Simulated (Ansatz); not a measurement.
The starting structures come from a database of crystals and need not be the phases stable at ambient conditions.

By PBEsol, the system below comes out a metal.

A figure of merit of an interconnect metal is its ballistic conductance per area.

Here is the system:

```yaml
crystal:
  lattice:
    - [2.87267, 0.00000, 0.00000]
    - [0.00000, 4.41765, 0.00000]
    - [1.43633, -0.01635, 2.48727]
  atoms:
    - { symbol: Zn, position: [0.66668, 0.25000, 0.66664] }
    - { symbol: Ag, position: [0.33333, 0.75000, 0.33334] }
```

Space group of this cell: Cm. The cell is taken as given; by PBEsol its mean pressure is -2.8 GPa.

The current flows along the normal of the first two printed cell vectors. No spin-orbit coupling; the value is a mean over 0.1 eV about the Fermi level.

Question: Compute, with PBEsol (Ansatz, a quantum-chemistry and plane-wave program), the ballistic conductance per area.

Answer: 0.91 × 10¹⁵ S/m² for both spins.
